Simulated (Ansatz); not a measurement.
Functionals compared on the 1x1 (111) surface of fcc Au (the real clean face reconstructs), in Ansatz (plane waves, PAW). The structure was relaxed with PBE; the other rows are single points on it. Cutoff 420 eV (500 eV for r2SCAN).

Model: 16-atom slab, 7.2 Å thick at the start (thin: gaps and levels are the slab's own), 6x6x1 mesh, Fermi-Dirac 0.1 eV, dipole correction, 8 atoms held, the rest relaxed; held to the start's symmetry, so lower structures may exist; no spin, no spin-orbit, no U. These notes are the PBE run's.

```
functional  work function of the top face (eV)   rough cost of the single point
----------  ----------------------------------  -------------------------------
PBE                                       5.12                                –
RPBE                                      4.94  around 100 core-seconds (rough)
r2SCAN                                     ___    around 3 core-minutes (rough)
```

Question: What belongs in the gaps?

Answer: 
- r2SCAN, work function of the top face (eV): 5.14

Ansatz is a quantum-chemistry and plane-wave program.
